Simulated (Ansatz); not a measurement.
The starting structures come from a database of crystals and need not be the phases stable at ambient conditions.

Input:

```
CdFHO
1.0
    3.53436     0.00000     0.00000
    0.00816     5.62795     0.00000
    0.00000     0.00000     4.84469
Cd H O F
2 2 2 2
Cartesian
  0.89749   4.12737   3.65546
  2.64503   1.50058   1.23312
  0.88687   1.53305   3.31459
  2.65565   4.09490   0.89225
  2.66233   3.48759   0.10440
  0.88019   2.14037   2.52675
  2.66206   5.03252   2.32424
  0.88046   0.59544   4.74659
```

Space group of this cell: P2_1. The cell is taken as given; by r2SCAN its mean pressure is -4.9 GPa.

Transport runs along the normal of the first two printed cell vectors.

No gap correction and no spin-orbit coupling; mid-gap values are interpolated between computed energies.

**Question.** Give the band gap and the smallest decay constant κ at mid-gap that r2SCAN (Ansatz, a quantum-chemistry and plane-wave program) yields.

**Answer.** Gap 2.39 eV on a 8×6×6 mesh; κ = 0.301 1/Å, at the zone centre.
